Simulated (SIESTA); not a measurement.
SIESTA run on Sc2Al (P3m1, 6 atoms in the cell): self-consistent single point.

Level of theory: GGA PBEsol, numerical atomic orbitals DZP, PseudoDojo PBEsol standard norm-conserving potentials (rewritten from UPF to PSML) run with SIESTA 5.4.2.

```
CELL_PARAMETERS angstrom
      4.87793     0.00000     0.00000
     -2.43897     4.22441     0.00000
      0.00000     0.00000     6.14294
ATOMIC_POSITIONS crystal
  Sc 0.00000 0.00000 0.00814
  Sc 0.00000 0.00000 0.50000
  Sc 0.33333 0.66667 0.75000
  Sc 0.66667 0.33333 0.25000
  Al 0.33333 0.66667 0.25000
  Al 0.66667 0.33333 0.75000
```

Reference input (self-consistent single point, DFT, GGA PBEsol, numerical atomic orbitals DZP, PseudoDojo PBEsol standard norm-conserving potentials (rewritten from UPF to PSML)): XC.functional = GGA; XC.authors = PBEsol; potentials = PseudoDojo PBEsol standard; PAO.BasisSize = DZP; PAO.EnergyShift = 0.01 Ry; MeshCutoff = 400 Ry; kgrid.MonkhorstPack = 4 4 3; OccupationFunction = FD; ElectronicTemperature = 100 meV; MaxSCFIterations = 150; SCF.Mixer.Method = Broyden; SCF.Mixer.Weight = 0.25. This run's input differs from it in these lines:

```diff
@@ -43,3 +43,3 @@
 SCF.Mixer.History            8
-SCF.DM.Tolerance             1.0E-05
+SCF.DM.Tolerance             1.0E-07
 Diag.ParallelOverK           true
```

Output (repeated stretches shortened):

```
        iscf     Eharris(eV)        E_KS(eV)     FreeEng(eV)     dDmax    Ef(eV) dHmax(eV)
   scf:    1    -5354.695189    -5382.615289    -5382.752364  1.745130 -4.660373  5.701025
   scf:    2    -5387.038800    -5385.294526    -5385.464419  0.153362 -5.089502  2.621295
   scf:    3    -5385.759359    -5385.686918    -5385.883055  0.067873 -5.331604  0.792896
   scf:    4    -5385.736945    -5385.726209    -5385.923702  0.016088 -5.353458  0.262338
   scf:    5    -5385.741837    -5385.736918    -5385.934423  0.008134 -5.360225  0.220697
   [... 141 lines left out ...]
   scf:  147    -5385.742683    -5385.742683    -5385.941415  0.000009 -5.375607  0.000339
   scf:  148    -5385.742682    -5385.742682    -5385.941415  0.000009 -5.375606  0.000334
   scf:  149    -5385.742683    -5385.742683    -5385.941415  0.000012 -5.375607  0.000412
   scf:  150    -5385.742682    -5385.742682    -5385.941415  0.000017 -5.375606  0.000549
SCF_NOT_CONV: SCF did not converge in maximum number of steps (required).
SCF_NOT_CONV: SCF did not converge in maximum number of steps (required).
Geom step, scf iteration, dDmax, dHmax:    0   150      0.000017     0.000040
Geom step, scf iteration, dDmax, dHmax:    0   150      0.000017     0.000040

ABNORMAL_TERMINATION
ABNORMAL_TERMINATION
Stopping Program from Node:    0
Stopping Program from Node:    0
```

The run ended unconverged after 150 iterations. 

The starting cell comes from a database of computed structures (which also holds hypothetical and non-ambient phases and stackings), without a prior relaxation at this level. Its lattice was rescaled by up to half a per cent. One atom was moved a little off its site on purpose. Values carry the incompleteness of an atom-centred basis.

Cost on one core of a shared machine: roughly 10 min.
